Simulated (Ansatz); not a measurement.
Si on the Ru site (Si_Ru) in hcp Ru (start: the Ru site; 48-site cell, 4×4×4 shifted sampling), impurity bounded by its compound with the host (Δμ(Ru) = 0.00 eV, Δμ(Si) = -1.27 eV, bounded by RuSi (P2_13); only phases computed here count, gases as isolated molecules at 0 K). Computed with PBE, PAW (plane waves to 420 eV; Ansatz, a quantum-chemistry and plane-wave program). In charge state 0 (not spin-polarised) the formation energy is 0.88 eV. The crystal has 7.26 × 10^22 Ru sites per cm³.

### Question
Estimate the equilibrium concentration at 1100 K in the dilute limit, leaving out vibrational entropy and degeneracy.

### Answer
kT = 0.0948 eV; c = N exp(−E_f / kT) = 7.26 × 10^22 × exp(−9.3) ≈ 7 × 10^18 cm^-3. An error of 0.2 eV in E_f moves this by a factor of 8.
